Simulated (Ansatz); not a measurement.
The reference is MoS2 in the 2H-MoS2 type structure (space group P6_3/mmc, No. 194; a = 3.1494 Å, c = 12.0915 Å; layered, stacked along the Cartesian z axis).

Structures relaxed with PBE-D3(BJ) (Ansatz, an electronic-structure program, PAW, no SOC), earlier PAW set.

Base:

Simulated powder pattern, Cu Kα1, λ = 1.54056 Å (kinematic, ideal powder, no thermal factors, no anomalous dispersion; the 8 strongest lines at most, above 2 %, up to 2θ = 90°):

```csv
2θ (°),I/Imax (%),hkl
14.64,100,(002)
32.81,32,(100)
33.66,18,(101)
36.10,16,(102)
39.88,88,(103)
50.39,37,(105)
58.57,22,(110)
73.21,14,(203)
```

Modification: cell and atoms relaxed at a pressure of 15 GPa.

How do the reflections move or split?


Simulated powder pattern, Cu Kα1, λ = 1.54056 Å (kinematic, ideal powder, no thermal factors, no anomalous dispersion; the 8 strongest lines at most, above 2 %, up to 2θ = 90°):

```
2θ (°)  I/Imax (%)    hkl
------  ----------  -----
15.97           76  (002)
34.01           34  (100)
34.98           23  (101)
42.09          100  (103)
54.01           25  (105)
60.86           23  (110)
76.76           16  (203)
81.99           14  (116)
```

The indices refer to the base's conventional cell; one index is shown for lines that coincide.

Load acts through the strain it causes; cell and atoms are relaxed under it. Stability against distortions was not tested. Competing high-pressure phases were not computed.
